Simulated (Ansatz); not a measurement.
## CdS under a change: uniaxial strain ε_yy = −1.47 %

Take CdS in the wurtzite structure (space group P6_3mc, No. 186; a = 4.164 Å, c = 6.769 Å) as the base. Axes: x lies along a and z along c of the hexagonal cell.

The change: the cell is compressed by 1.47 % along y with no lateral relaxation, atoms relaxed at fixed cell.

All numbers come from r2SCAN/PAW in Ansatz (a program for electronic structure), scalar-relativistic without spin-orbit coupling, earlier PAW set. Γ-centred 9×9×5 mesh, Fermi–Dirac width 0.05 eV.

```csv
quantity,base,changed,shift
space group,P6_3mc (No. 186),Cmc2_1 (No. 36),–
shortest interatomic distance,254.5 pm,253.1 pm,-1.4 pm
energy relative to the base (free energy F),0 meV/atom,+1.5 meV/atom,+1.5 meV/atom
"pressure (mean of the normal stresses, compression positive)",0.0 kbar,9.1 kbar,+9.1 kbar
band gap,1.63 eV,1.62 eV,-0.004 eV
gap character,direct at Γ,direct at Γ,–
electron mass,"0.15 mₑ along c, 0.16 mₑ across (at Γ)","0.15 mₑ along z, 0.16 mₑ across (at Γ)",–
hole mass,–,"1.6 mₑ along x, 0.16 mₑ along y, 1.7 mₑ along z (at Γ)",–
"valence-band top at Γ (three highest levels, from the VBM)","0.00, 0.00, -0.04 eV","0.00, -0.05, -0.09 eV",–
largest internal atomic displacement,–,0.017 Å,–
"stress (xx, yy, zz, yz, xz, xy; compression positive)",–,"(0.81, 1.25, 0.67, 0.00, 0.00, 0.00) GPa",–
```

Masses are band curvatures over ±0.01 Å⁻¹ around the edge. Stability against distortions was not tested. k-point labels follow each cell's own Brillouin zone.
